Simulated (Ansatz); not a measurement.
# A computed series for BeS: pressure series

Base system: BeS in the zinc blende structure (space group F-43m, No. 216; a = 4.7964 Å).

Cell and atoms are relaxed at each pressure.

Method: LDA (Ansatz, a quantum-chemistry and plane-wave program, PAW, spin-orbit coupling left out).

```tsv
pressure (GPa)	band gap (eV)
-2	2.87
-1	2.85
0	2.82
0.9	?
2.1	2.78
4.5	2.73
9	2.64
15	2.52
```

Fit E_g = E₀ + αP + βP² to the rows shown and predict the withheld row.

Least squares on the printed values gives E₀ = 2.83 eV, α = -21.5 meV/GPa, β = 0.083 meV/GPa² (largest residual 0.01 eV); this predicts 2.81 eV, and the run gives 2.80 eV, in agreement.

Load acts through the strain it causes; cell and atoms are relaxed under it. Whether these cells are dynamically stable was not tested. No other phases were tried under pressure.
